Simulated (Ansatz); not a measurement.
Consider the following.

```xyz
8
Lattice="4.5801 0.0000 0.0000 0.0000 4.5801 0.0000 0.0000 0.0000 4.5801" Properties=species:S:1:pos:R:3 pbc="T T T"
V      1.1450     0.0000     2.2901
V      3.4351     0.0000     2.2901
V      0.0000     2.2901     1.1450
V      0.0000     2.2901     3.4351
V      2.2901     1.1450     0.0000
V      2.2901     3.4351     0.0000
Si     0.0000     0.0000     0.0000
Si     2.2901     2.2901     2.2901
```

No spin polarisation.

Calculations: PBEsol/PAW in Ansatz (a quantum-chemistry and plane-wave program), no spin-orbit coupling, earlier PAW set. k-mesh 10×10×10 (Γ-centred); smearing 0.05 eV (Fermi–Dirac).

Predict the space group, pressure and band gap.


```json
{
 "space_group": "Pm-3n (No. 223)",
 "pressure": "10.3 GPa",
 "band_gap": "zero"
}
```

The cells carry an imposed strain or load. No phonon test of stability was made. All final runs are without spin polarisation. The cell was made from V$_{3}$Si in the A15 (Cr3Si type) structure (space group Pm-3n, No. 223) by this change: isotropic strain −1.50 %.
